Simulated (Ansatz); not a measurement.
The structure below was relaxed with DFT with PBEsol, PAW potentials and a 420 eV plane-wave cutoff in Ansatz (a quantum-chemistry and plane-wave program), no spin-orbit coupling, at pressure 5 GPa.

Space group P6₃/mmc (No. 194); a = 5.377 Å, b = 5.377 Å, c = 4.291 Å, α = 90.00°, β = 90.00°, γ = 120.00°

| atom | site | symmetry | x | y | z |
|---|---|---|---|---|---|
| V | 2d | -6m2 | 0.6667 | 0.3333 | 0.2500 |
| Ir | 6h | mm2 | 0.1676 | 0.3351 | 0.2500 |

Question: Write out a cell with all atoms.

Answer: 
```
VIr3
1.0
    5.37656     0.00000     0.00000
   -2.68828     4.65623     0.00000
    0.00000     0.00000     4.29118
V Ir
2 6
Cartesian
  0.00000   3.10416   3.21838
  2.68828   1.55208   1.07279
  0.00000   1.56031   1.07279
  2.68828   3.09592   3.21838
  4.02528   0.78016   3.21838
 -1.33701   3.87608   1.07279
  1.33701   3.87608   1.07279
  1.35127   0.78016   3.21838
```
This is the conventional cell.

Load acts through the strain it causes; cell and atoms are relaxed under it. No phonon test of stability was made. Competing high-pressure phases were not computed. All final runs are without spin polarisation. The cell was made from VIr3 (space group P6_3/mmc, No. 194; a cell from a computed database, its experimental status unchecked) by this change: pressure 5 GPa.
